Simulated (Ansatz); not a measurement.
A (7,1) carbon nanotube, relaxed period 10.741 Å, atoms relaxed at each strain.

```tsv
strain	energy (meV a period)	axial force (nN)
-0.015	+461.6	-9.34
+0.015	+431.3	+8.47
```

All values below come from PBE (plane waves to 420 eV, PAW; Ansatz, a program for electronic structure). Mesh 1×1×6. No spin polarisation. Isolated but for its images some 11 Å away. An idealised model, rolled from the flat sheet. Symmetry and one short period hold its shape; lower forms weren't sought. Buckling under compression is shut out by symmetry and the short period. Energies are free energies at a Fermi–Dirac width of 0.05 eV, from the unstrained cell.

Mean diameter 6.02 Å.

Task: Work out the axial stiffness dF/dε in two ways, and what it means for a modulus.

Result: From the forces: (+8.47 − (-9.34))/0.030 = 594 nN. From the energies: (E₊ + E₋)/(ε² c) = 0.8929 eV/(0.015² × 10.741 Å) = 369.5 eV/Å = 592 nN. The two agree to within 1 %. Spread over the circumference π × 6.02 Å, the force value is a sheet stiffness of 314 N/m.
